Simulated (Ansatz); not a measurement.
# MnCl₂ (R-3m, No. 166)

These are r²SCAN+rVV10 (plane waves, PAW; Ansatz, a quantum-chemistry and plane-wave program) values and carry that method's errors.

Cell: relaxed at this level.

For MnCl₂ (R-3m, No. 166), the interlayer binding energy comes out as 12.5 meV/Å². The layer repeat distance is 5.810 Å and the gap between the layers is 3.036 Å.

Note: the magnetic order was assumed, not searched for or taken from measurement.
